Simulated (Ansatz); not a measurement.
Density of states of BeS (F-43m) above the conduction band minimum, Ansatz (a program for electronic structure) with r2SCAN with spin-orbit coupling, rigid bands; cell volume 28.9 Å³.

```tsv
energy from edge (eV)	10⁻³ states/eV/cell
0.006	11.6
0.031	27.0
0.056	36.3
0.081	44.3
0.106	51.2
0.131	57.8
0.156	63.7
0.181	69.7
0.206	75.1
0.231	81.2
0.256	86.3
0.281	91.9
0.319	99.7
0.344	105
0.369	110
0.394	116
0.419	121
0.444	127
0.469	131
0.494	138
0.519	143
0.544	149
0.569	154
0.594	160
```

### Question
What effective density of states at 300 K does this give (∫ g(E) exp(−E/k_BT) dE, both spins, divided by the cell's size)?

### Answer
2.0e19 cm⁻³, a density-of-states mass of 0.85 mₑ, valleys and band degeneracy included.

Geometry: cell and atoms relaxed with r2SCAN.
